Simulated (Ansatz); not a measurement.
The starting structures come from a database of crystals and need not be the phases stable at ambient conditions.

 Where the default PAW files enter, the runs use the earlier of Ansatz's two default sets.

Data:

```
CELL_PARAMETERS angstrom
      3.80832     0.00000     0.00000
     -1.90416     3.29810     0.00000
      0.00000     0.00000    43.62514
ATOMIC_POSITIONS crystal
  Zn 0.00000 0.00000 0.14290
  Zn 0.66667 0.33333 0.07150
  Zn 0.00000 0.00000 0.57140
  Zn 0.33333 0.66667 0.21430
  Zn 0.33333 0.66667 0.78570
  Zn 0.66667 0.33333 0.64290
  Zn 0.66667 0.33333 0.42870
  Zn 0.00000 0.00000 0.85720
  Zn 0.66667 0.33333 0.92860
  Zn 0.00000 0.00000 0.71440
  Zn 0.66667 0.33333 0.28570
  Zn 0.00000 0.00000 0.35720
  Zn 0.33333 0.66667 0.00000
  Zn 0.33333 0.66667 0.50000
  S  0.33333 0.66667 0.55350
  S  0.66667 0.33333 0.48210
  S  0.00000 0.00000 0.19640
  S  0.66667 0.33333 0.33920
  S  0.00000 0.00000 0.91070
  S  0.33333 0.66667 0.83930
  S  0.00000 0.00000 0.76780
  S  0.33333 0.66667 0.26780
  S  0.66667 0.33333 0.69650
  S  0.00000 0.00000 0.41070
  S  0.33333 0.66667 0.05360
  S  0.00000 0.00000 0.62490
  S  0.66667 0.33333 0.98210
  S  0.66667 0.33333 0.12500
```

Space group of this cell: P3m1. The cell is taken as given.

The numbers are results of r2SCAN (plane waves, PAW; Ansatz, a quantum-chemistry and plane-wave program), not measurements.

The current runs along the normal of the first two printed vectors; no spin-orbit coupling. Scaled by the factor s: the length along the current (ions clamped). Meshes 12×12×1 and 12×12 across the current in all rows.

| s | mean pressure (GPa) | band gap (eV) |
|---|---|---|
| 0.97 | 2.7 | 2.82 |
| 1.00 | 0.1 | 2.72 |
| 1.03 | -2.0 | ? |

Problem. Take the slope of the band gap against ln s from the two given rows, extrapolate to s = 1.03, and say what the run there gives.

Solution. Slope = (2.82 − 2.72) / ln 0.97 = -3.28 eV. The line gives 2.72 + (-3.28) × ln 1.03 = 2.62 eV. The run gives 2.52 eV, 0.10 eV under the line, 106 % of the predicted step.
